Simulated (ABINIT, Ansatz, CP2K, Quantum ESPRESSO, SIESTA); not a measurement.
**One structure in several programs: ScBPt3 (Pm-3m, 5 atoms in the cell)**

Self-consistent single point.

```xyz
5
Lattice="4.2703 0.0000 0.0000 0.0000 4.2703 0.0000 0.0000 0.0000 4.2703" Properties=species:S:1:pos:R:3 pbc="T T T"
Sc     0.0000     0.0000     0.0000
B      2.1351     2.1351     2.1351
Pt     0.0000     2.1351     2.1351
Pt     2.1351     0.0000     2.1351
Pt     2.1351     2.1351     0.0000
```

All programs got the same cell, k-point mesh and kind of occupations (in Ansatz's words: kpoints.mp_grid.grid = 5 5 5; scf.occupations.method = gaussian; scf.occupations.width = 0.05 eV); potentials, basis and cutoffs are each program's usual ones.

```
code                                                                                                                                      model  pressure (GPa)  k-points       cutoff
----------------  -----------------------------------------------------------------------------------------------------------------------------  --------------  --------  -----------
ABINIT                                                           PBEsol, norm-conserving pseudopotentials (PseudoDojo nc-sr-04 PBEsol standard)           -8.45        10        84 Ry
CP2K                                                                 PBEsol, GPW, DZVP-MOLOPT-SR-GTH basis, GTH-PBE potentials (GTH_POTENTIALS)           -8.06        63  grid 600 Ry
Ansatz                                                                                                          PBEsol, PAW files made with PBE           -8.43        10       420 eV
SIESTA            GGA PBEsol, numerical atomic orbitals TZP, PseudoDojo PBEsol standard norm-conserving potentials (rewritten from UPF to PSML)          -10.52        63  grid 400 Ry
Quantum ESPRESSO                                                          PBEsol, PseudoDojo standard norm-conserving (PBESOL) pseudopotentials           -8.44        10        85 Ry
```

The spread over the programs that give each value: pressure within 2.46 GPa.

The starting cell comes from a database of computed structures (which also holds hypothetical and non-ambient phases and stackings), without a prior relaxation at this level. Its lattice was rescaled by a random factor within 2.5 % of one. On Ansatz's run: Spin-orbit coupling is off. Spin polarisation is off. In the base run, with a pressure of about -8 GPa the cell is away from its equilibrium volume at this level.

Q: Why do the programs differ, and what cannot be compared?

A: Differences of this kind can come from the potentials, where these differ, and from what each basis and cutoff leave unconverged. The zero of total energies and Fermi levels follows the potentials and each program's conventions, so they are not compared here. CP2K and SIESTA use small atom-centred bases, whose incompleteness enters pressures, forces and empty levels differently from a plane-wave cutoff. Ansatz's pressure is given at a fixed set of plane waves, as the other plane-wave codes print theirs; with its correction for the finite basis it is -8.36 GPa. The programs reduce the same mesh by symmetry to different extents, which changes the work and not the result. In the pressure, SIESTA (by 2.07) lies more than 1 GPa from the median of the plane-wave programs.

Left out of this page: GPAW, Elk and FLEUR (not drawn, or without a comparable value).

Ansatz is a program for electronic structure.

Keys are those of Ansatz 0.2.
